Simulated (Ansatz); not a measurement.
Na2CO3: pressure 9 GPa

Consider Na₂CO₃ (space group C2/m, No. 12; a = 8.844 Å, b = 5.282 Å, c = 6.022 Å, α = γ = 90.00°, β = 102.76°).

Modification: cell and atoms relaxed at a pressure of 9 GPa.

Computed with PBEsol, PAW, 420 eV (Ansatz, a program for electronic structure; no spin-orbit coupling). Settings: 6×6×5 k-points, 0.05 eV Fermi–Dirac smearing.

The volume per atom drops by 1.51 Å³ (11.43 Å³ → 9.92 Å³) and the shortest interatomic distance drops by 0.011 Å, from 1.291 Å to 1.280 Å. The enthalpy H = E + PV relative to the base's energy is +0.59 eV/atom and the band gap increases by 0.75 eV, from 3.95 eV to 4.70 eV (an upper bound: an edge found on the path is not a true extremum; the changed cell).

Load acts through the strain it causes; cell and atoms are relaxed under it. Whether these cells are dynamically stable was not tested. Competing high-pressure phases were not computed.
